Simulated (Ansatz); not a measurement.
Consider HfN in the rock salt structure (space group Fm-3m, No. 225; a = 4.4683 Å; relaxed with 0.1 eV smearing). Axes: x, y, z lie along the cube axes.

Level of theory: Ansatz (a quantum-chemistry and plane-wave program) LDA, no spin-orbit coupling.

Now apply this change: a pure shear with ε_xy = ε_yx = 0.0200, atoms relaxed at fixed cell.

Q: Predict the stress tensor and what it implies for the stiffness.

A: Stress of the strained cell less that of the base (GPa, compression positive):
```
    0.2    -5.2     0.0
   -5.2     0.2     0.0
    0.0     0.0    -0.1
```

Then −Δσ/γ with γ = 2ε = 0.0400 gives secant stiffness values (nonlinear terms included at this strain): C66 ≈ 130 GPa.

As a check, the harmonic strain energy −½ V₀ Δσ:ε is 7.2 meV/atom; the computed energy rise is 7.2 meV/atom.

Whether these cells are dynamically stable was not tested. The final runs are not spin-polarised.
